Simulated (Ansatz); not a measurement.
Take MoRh (space group Pmma, No. 51; a = 4.383 Å, b = 2.722 Å, c = 4.780 Å; a cell from a computed database, its experimental status unchecked; relaxed with 0.1 eV smearing) as the base.

Computed with PBEsol in Ansatz (plane waves to 420 eV, PAW, spin-orbit coupling left out).

For the base:

```
Quantity   Result
--------  -------
Pressure  0.0 GPa
Band gap     zero
```

Now apply this change: an isotropic linear strain of +3.66 %, atoms relaxed at fixed cell.

Q: How does this affect the energy relative to the base, pressure, largest internal atomic displacement and band gap?

A: The energy grows by 138 meV/atom; the pressure (mean of the normal stresses, compression positive) goes from zero to -24.6 GPa; the largest internal atomic displacement amounts to 0.017 Å; the band gap remains zero.

No phonon test of stability was made. The final runs are not spin-polarised.

Ansatz is an electronic-structure program.
